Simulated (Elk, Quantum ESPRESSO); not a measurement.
# Equation of state of In (space group 139): energy against volume (Elk, PBE)

```
CELL_PARAMETERS angstrom
     -1.59611     1.59611     2.43099
      1.59611    -1.59611     2.43099
      1.59611     1.59611    -2.43099
ATOMIC_POSITIONS crystal
  In 0.00000 0.00000 0.00000
```

Level of theory: PBE, all-electron FP-LAPW, Elk's shipped species files, APW+lo basis with extra local orbitals (Elk 10.2.4). Settings: xctype = 20; rgkmax = 8.55; stype = 3; swidth = 0.00183747 Ha; ngridk = 25 25 25; gmaxvr = 16 1/bohr; nxlo = 2; lorbcnd = true; lmaxi = 2; sphere radii = {In: 2.6} bohr. The cell above is the first row's. The rows scale it uniformly. In all rows the k mesh is held. E is the free energy at the stated smearing, counted from the lowest row.

| V (Å^3/atom) | E (meV/atom) |
|---|---|
| 24.772 | 43.45 |
| 25.311 | 27.88 |
| 25.849 | 16.23 |
| 26.388 | 7.94 |
| 26.926 | 2.69 |
| 27.465 | 0.18 |
| 28.004 | 0.00 |
| 28.542 | 1.99 |
| 29.081 | ? |

Task: Fit E against V with the third-order Birch-Murnaghan form, a cubic in V^(-2/3), and predict the withheld value at V = 29.081.

Result: With u = V^(-2/3) - 0.112, the rows have u = 0.005677, 0.004001, 0.002385, 0.000822, -0.000685, -0.002147, -0.003561, -0.004928. Least squares gives E = 4.754 + 3387.5·u + 587566·u² + 2865488·u³. Residuals (row less fit): 0.005, -0.017, 0.016, 0.003, -0.018, 0.019, -0.012, 0.003; standard error 0.019 (degrees of freedom: 4). Its minimum lies at u = -0.002946, so V0 = (0.109054)^(-3/2) = 27.77. There d²E/du² = 1124000 and d³E/du³ = 1.719e7, so B0 = (4/9) × 27.77^(-7/3) × 1124000 × 0.160218 = 34.3 GPa (the last factor turns the table's units into GPa), and B0' = 4 + (2/3) × 0.109054 × (1.719e7)/1124000 = 5.1. At the withheld row, u = -0.006255, so E = 4.754 + 3387.5 × (-0.006255) + 587566 × (-0.006255)² + 2865488 × (-0.006255)³ = 5.852 meV/atom. The calculation gives 5.80 meV/atom, 0.052 meV/atom below the prediction (0.1 % of the range of E in the table). The row lies outside the fitted rows, so this is an extrapolation. From the scatter of the fitted rows alone, a prediction at this place has a standard error of 0.046 meV/atom, so the miss is 1.1 times that.

Carrying the step between the two nearest rows on in a straight line would have given 3.98, off by 1.82; series whose last step already gives the withheld value aren't shown. The scan was laid around a cell of about the measured size, scaled by a guess for this functional; axis ratios and inner coordinates come from that cell. A plane-wave scan with the same functional (Quantum ESPRESSO, GBRV) gives V0 = 27.49 Å^3/atom and B0 = 35.3 GPa; a Birch-Murnaghan fit to all rows here lies 1.0 % from it in V0 and -3 % in B0; the two differ in basis, and may differ in potentials and mesh. Values depend on the basis (sphere radii, cutoffs, local orbitals), which need not be converged. The shape of the cell and the inner coordinates aren't relaxed, so V0 and B0 belong to this uniform scaling; a relaxed crystal lies no higher in energy and is usually softer. Sphere radii are the same in all rows. Cutoffs and mesh are single choices, not tested for convergence of this quantity. Series with a scatter that would blur these digits, or in which a gap closes, are not shown. Nor are scans whose minimum lies at an end fitted in this form.
